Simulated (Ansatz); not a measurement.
For BeTe (model structure, started from the NiAs type, P6₃/mmc, No. 194, 4 atoms in the cell), PBEsol (Ansatz, a first-principles code, PAW) gives:

* **lattice parameter a**: 3.811 Å
* **c axis length**: 5.950 Å
* **bulk modulus**: 73.0 GPa
* **cohesive energy**: 3.32 eV/atom

**Question.** What does r²SCAN (plane waves, PAW; Ansatz) give for the same quantities?

**Answer.** 
- lattice constant a: 3.860 Å (goes up by 1.3 %)
- lattice parameter c: 6.014 Å (rises by 1.1 %)
- bulk modulus: 68.8 GPa (drops by 5.8 %)
- cohesive energy: 2.93 eV/atom (drops by 0.39 eV/atom)

Changes are worked out from the printed values.

Unless a cell is named, each level is at its own relaxed cell (PBEsol 18.70, r²SCAN 19.41 Å³/atom).

Levels without +SOC leave out spin–orbit coupling, which shifts energies and cells of such heavy elements.

Caveats: the bulk modulus is −V dP/dV from two relaxed cells at ±2 % in volume (PBEsol, r²SCAN). Ansatz's density-functional and Hartree–Fock values are scalar-relativistic unless marked +SOC, with PAW data made under PBE.

A model structure was made by putting elements into a prototype or built by hand; it is no filed structure, need not be a known phase, and can be a saddle point held by its symmetry.
